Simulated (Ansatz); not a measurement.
Consider TiB$_{2}$ (space group P6/mmm, No. 191; a = 3.0324 Å, c = 3.2238 Å; relaxed with 0.1 eV smearing). Axes: x lies along a and z along c of the hexagonal cell.

Method: PBE (Ansatz, a quantum-chemistry and plane-wave program), without spin-orbit coupling.

It is then changed as follows: the cell is stretched by 3.00 % along z with no lateral relaxation, atoms relaxed at fixed cell.

Question: Predict the stress tensor and what it implies for the stiffness.

Answer: Stress of the strained cell less that of the base (GPa, compression positive):
```
   -2.7     0.0     0.0
    0.0    -2.7     0.0
    0.0     0.0   -12.6
```

Then −Δσ_ii/ε with ε = 0.0300 gives secant stiffness values (nonlinear terms included at this strain): C33 ≈ 419 GPa, C13 ≈ 90 GPa and C23 ≈ 90 GPa.

As a check, the harmonic strain energy −½ V₀ Δσ:ε is 10 meV/atom; the computed energy rise is 10 meV/atom.

Whether these cells are dynamically stable was not tested. All final runs are without spin polarisation.
